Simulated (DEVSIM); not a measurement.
Structure: W/HfO2/SiO2/n-Si capacitor, at 300 K.

Layer 1 from the left is HfO2, thickness (nm) 2.70. Layer 2 from the left is SiO2, thickness (nm) 0.720. Layer 3 from the left is Si, thickness (nm) 890, Nd (cm⁻³) 4.2e17.

Metal gate on the left, work function 4.6 eV. Fixed charge at the semiconductor interface 0 cm⁻² (in units of +e); interface traps 6.1e11 cm⁻² eV⁻¹, uniform in energy, neutral level at 0.5 of the gap above the valence band.

This is a model device: material constants are rounded textbook-type values typed into the input, and sizes, dopings and lifetimes were drawn at random. Values at 300 K.

HfO2: gap (eV) 5.7, affinity (eV) 2.5, permittivity 22. SiO2: gap (eV) 9, affinity (eV) 0.9, permittivity 3.9. Si: gap (eV) 1.124, affinity (eV) 4.05, permittivity 11.7, Nc (cm⁻³) 2.86e19, Nv (cm⁻³) 3.1e19.

Model (solved in DEVSIM): 1D Poisson equation in equilibrium, Boltzmann statistics, complete ionisation; no quantum confinement or tunnelling. Metal contacts follow the ideal Schottky-Mott rule: no Fermi-level pinning, no interface dipoles.

Q: What does the simulation give for the threshold voltage (band bending 2φF), the minimum of the low-frequency capacitance, the flat-band voltage?

A: threshold voltage (band bending 2φF) -0.60 V; minimum of the low-frequency capacitance 0.283 μF/cm²; flat-band voltage 0.46 V.
